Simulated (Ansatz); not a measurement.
Here is the system:

```
CELL_PARAMETERS angstrom
      2.73810     0.00000     0.00000
      0.00000     2.73810     0.00000
      0.00000     0.00000     4.15729
ATOMIC_POSITIONS crystal
  Al 0.50000 0.50000 0.50000
  Ti 0.00000 0.00000 0.00000
```

No spin polarisation.

Level of theory: r2SCAN (Ansatz, a program for electronic structure; PAW; 500 eV plane waves; no SOC). Settings: 16×16×12 k-points, 0.05 eV Fermi–Dirac smearing.

Problem. Estimate the band gap.

Solution. Zero.

Problem. What pressure (mean of the normal stresses, compression positive) does the calculation give?

Solution. 3.8 GPa.

Problem. Estimate the space group.

Solution. P4/mmm (No. 123).

The cells carry an imposed strain or load. Whether these cells are dynamically stable was not tested. All final runs are without spin polarisation. The cell was made from TiAl (space group P4/mmm, No. 123) by this change: biaxial strain −2.66 %, plane normal [001], relaxed out of plane.
